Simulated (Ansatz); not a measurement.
Bi₂SO₂ (model structure, started from the La2SO2 type, P-3m1, No. 164, 5 atoms in the cell) was calculated with LDA (Ansatz, a quantum-chemistry and plane-wave program, plane waves, PAW).

Settings: plane-wave cutoff 520 eV, 12×12×6 k mesh (along the axes of the cell as run), Fermi–Dirac smearing 0.01 eV, scalar-relativistic PAW data made under PBE.

Cell (relaxed with PBEsol):

```xyz
5
Lattice="3.9410 0.0000 0.0000 -1.9705 3.4130 0.0000 0.0000 0.0000 6.7608" Properties=species:S:1:pos:R:3 pbc="T T T"
Bi     1.9705     1.1377     5.2527
Bi     0.0000     2.2753     1.5081
S      0.0000     0.0000     3.3804
O      1.9705     1.1377     0.8245
O      0.0000     2.2753     5.9364
```

Problem. What does this level give for the band gap, smallest direct gap on the k points sampled and Γ–Γ gap?

Solution. 
- band gap = 1.62 eV
- smallest direct gap on the k points sampled = 1.99 eV
- Γ–Γ gap = 2.68 eV

Note: the relaxation could raise the start's symmetry but not lower it, so the cell can be a saddle point; cell and atoms aren't relaxed at this level (largest force component 0.15 eV/Å, pressure -2.8 GPa).

Spin–orbit coupling is not included; with these elements it can move the gap by several tenths of an eV or more.

The computed numbers hold no vibrational or temperature effects.

Computing time: roughly 16 core-seconds.

A model structure was made by putting elements into a prototype or built by hand; it is no filed structure, need not be a known phase, and can be a saddle point held by its symmetry.
